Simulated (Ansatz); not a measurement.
WRe₃ (model structure, started from the A15 type, Pm-3n, No. 223, 8 atoms in the cell)

The numbers are results of PBEsol (PAW; Ansatz, an electronic-structure program), not measurements.

Settings: plane-wave cutoff 520 eV, 12×12×12 k mesh, Fermi–Dirac smearing 0.05 eV, no spin polarisation, scalar-relativistic PAW data made under PBE.

Cell (relaxed at this level):

```cif
data_Re6W2
_chemical_formula_sum 'Re6 W2'
_space_group_name_H-M_alt 'Pm-3n'
_space_group_IT_number 223
_space_group_name_Hall '-P 4n 2 3'
_cell_length_a 4.94181
_cell_length_b 4.94181
_cell_length_c 4.94181
_cell_angle_alpha 90.000
_cell_angle_beta 90.000
_cell_angle_gamma 90.000
loop_
_atom_site_label
_atom_site_type_symbol
_atom_site_symmetry_multiplicity
_atom_site_Wyckoff_symbol
_atom_site_fract_x
_atom_site_fract_y
_atom_site_fract_z
_atom_site_occupancy
Re1 Re 6 c 0.00000 0.50000 0.25000 1
W1 W 2 a 0.00000 0.00000 0.00000 1
```

```
Property           Value
---------------  -------
bulk modulus B0  362 GPa
```

Note: the run has no spin polarisation, so it can have missed a magnetic state; the bulk modulus is −V dP/dV from two relaxed cells at ±2 % in volume; the relaxation could raise the start's symmetry but not lower it, so the cell can be a saddle point.

Spin–orbit coupling is not included.

Static lattice: no zero-point or thermal effects.

Cost on a shared machine: around 2.8 core-minutes (rough).

A model structure was made by putting elements into a prototype or built by hand; it is no filed structure, need not be a known phase, and can be a saddle point held by its symmetry.
